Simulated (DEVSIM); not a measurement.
Schottky contact on n-type Si

Structure: Schottky contact on n-type Si, at 300 K.

```
layer (left to right)  material  thickness (μm)  Nd (cm⁻³)  τn (s)  τp (s)
---------------------  --------  --------------  ---------  ------  ------
1                            Si            2.40     1.4e16  4.4e-7  4.4e-7
2                            Si            6.70     9.1e17  4.4e-7  4.4e-7
```

Left contact: Schottky, work function 4.47 eV, emission velocity 7.4e6 cm/s. Right contact: ohmic. Voltage is applied to the left contact. Recombination: SRH at mid-gap, radiative. Gap narrowing is on: ΔEg = 6.92 meV × (l + √(l² + 0.5)), l = ln(N/1.3e17 cm⁻³), shared equally by both band edges. Mobility is constant in doping.

This is a model device: material constants are rounded textbook-type values typed into the input, and sizes, dopings and lifetimes were drawn at random. Values at 300 K.

```csv
parameter,Si
gap (eV),1.124
affinity (eV),4.05
permittivity,11.7
Nc (cm⁻³),2.86e19
Nv (cm⁻³),3.1e19
μn (cm²/Vs),1417
μp (cm²/Vs),470
B (cm³/s),4.7e-15
```

Simulated with DEVSIM: 1D drift-diffusion, Boltzmann statistics, complete ionisation; no tunnelling, impact ionisation, image-force lowering or self-heating. Metal contacts follow the ideal Schottky-Mott rule: no Fermi-level pinning, no interface dipoles.

```
Quantity                                         Value
---------------------------------------------  -------
Potential step across the device at zero bias  0.317 V
Dark forward voltage at 100 A/cm²              0.106 V
```

Dark forward current:

```csv
V (V),J (A/cm²)
0.05,14
0.10,85
0.15,300
0.20,670
0.25,1100
0.30,1700
0.35,2200
```

Small-signal capacitance in reverse bias (quasi-static):

```tsv
V (V)	C (nF/cm²)
-0.4	44.1
-1	31.2
-2	23.0
-3	19.1
-4	16.6
-6	13.7
-8	11.9
-10	10.7
-13	9.38
```
